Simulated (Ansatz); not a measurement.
## Rb: strain along the normal

Rb (bcc, Im-3m, 86.464 Å³/atom at rest) under an equal strain ε in the (001) plane with the normal axis free, as in a coherent film. PBEsol in Ansatz, a plane-wave DFT program (PAW, default set), 420 eV, 17×17×17 Γ-centred mesh, Fermi-Dirac smearing 0.10 eV; ions are relaxed within the symmetry of each cell.

Here s stands for strain and y for normal strain.

| strain (%) | normal strain (%) |
|---|---|
| -1.50 | 2.78 |
| -1.00 | 1.76 |
| -0.50 | 0.88 |
| 0.00 | 0.00 |
| 0.50 | -0.82 |
| 1.00 | -1.64 |
| 1.50 | -2.34 |
| 3.00 | ? |

Fit y of the 7 rows that show it with a straight line. Means: s 0, y 0.089. About the means, the sum of products is -11.930 and the sum of squares of s is 7.0000; the slope is their ratio. Least squares gives y = 0.089 - 1.7043·s. Residuals (row less fit): 0.135, -0.033, -0.061, -0.089, -0.057, -0.025, 0.127; standard error 0.101 (degrees of freedom: 5). The slope, -1.70 ± 0.04, is the elastic response of the normal axis, −2C12/C11 for this plane.

**Question.** Predict the withheld y at s = 3.00 from the fit, and compare with the calculation.

**Answer.** y = 0.089 - 1.7043 × 3.0 = -5.024%. The calculation gives -4.30%, 0.724% above the prediction (10.2 % of the range of y in the table). The row lies outside the fitted rows, so this is an extrapolation. From the scatter of the fitted rows alone, a prediction at this place has a standard error of 0.157%, so the miss is 4.6 times that.

One order more, fitted to all 13 runs of the series, follows each within 0.05, so the miss is the next term of a smooth law. In a metal these values are sensitive to mesh and smearing; energies are taken to zero smearing, stresses follow the free energy. Rows are the converged runs of the series near zero and its far end; series whose fitted rows scatter by over a few per cent of the range, as at a crossing or softening among them, aren't shown in this form. Most that stay on the fit to the last digits aren't either.
